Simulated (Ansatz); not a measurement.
The reference is Ti in the hcp (Mg type) structure (space group P6_3/mmc, No. 194; a = 2.936 Å, c = 4.640 Å; relaxed with 0.1 eV smearing).

Method: r2SCAN (Ansatz, a quantum-chemistry and plane-wave program; PAW; 500 eV plane waves; no spin-orbit coupling).

For the base:

The pressure is 0.0 GPa.

The change: an isotropic linear strain of +1.50 %, atoms relaxed at fixed cell.

### Question
Predict the new energy relative to the base and pressure.

### Answer
The energy goes up by 12 meV/atom; the pressure (mean of the normal stresses, compression positive) goes from zero to -4.8 GPa.

No phonon test of stability was made. The final runs are not spin-polarised.
